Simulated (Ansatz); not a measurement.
Response to strain in YN

Consider YN in the rock salt structure (space group Fm-3m, No. 225; a = 4.856 Å). Axes: x, y, z lie along the cube axes.

Strains are applied to the cell and any free atomic positions relax; under biaxial strain the out-of-plane vector relaxes too.

The values are results of PBEsol in Ansatz (plane waves to 420 eV, PAW, no spin-orbit coupling), not measurements.

Candidates:
(a) biaxial strain −1.00 %, plane normal [001], relaxed out of plane
(b) biaxial strain +2.00 %, plane normal [001], relaxed out of plane
(c) biaxial strain +2.50 %, plane normal [001], relaxed out of plane
(d) biaxial strain −1.50 %, plane normal [001], relaxed out of plane

Notes on the quantities. energy relative to the base: free energy F.

Order them by energy relative to the base, highest first.

(c) biaxial strain +2.50 %, plane normal [001], relaxed out of plane (+20 meV/atom), (b) biaxial strain +2.00 %, plane normal [001], relaxed out of plane (+13 meV/atom), (d) biaxial strain −1.50 %, plane normal [001], relaxed out of plane (+8.3 meV/atom), (a) biaxial strain −1.00 %, plane normal [001], relaxed out of plane (+3.6 meV/atom)

The mesh was chosen for an insulator and is coarse for the gapless case. No phonon test of stability was made. All final runs are without spin polarisation.

Ansatz is a program for electronic structure.
